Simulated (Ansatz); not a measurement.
The starting structures come from a database of crystals and need not be the phases stable at ambient conditions.

 Where the default PAW files enter, the runs use the earlier of Ansatz's two default sets.

By PBEsol, the system below comes out a metal.

Here is the system:

```xyz
1
Lattice="3.6057 0.0000 0.0000 0.0000 3.6057 0.0000 1.8028 -1.8028 1.8028" Properties=species:S:1:pos:R:3 pbc="T T T"
Hf     0.0000     0.0000     0.0000
```

Space group of this cell: Im-3m, bcc (W type). The cell is strained (all lengths scaled by 1.02); by PBEsol its mean pressure is -8.8 GPa.

The current flows along the normal of the first two printed cell vectors, the (001) plane of the conventional cell. No spin-orbit coupling; the value is a mean over 0.1 eV about the Fermi level.

Q: Give the ballistic conductance per area that PBEsol in Ansatz (an electronic-structure program) yields.

A: 1.4 × 10¹⁵ S/m² for both spins.
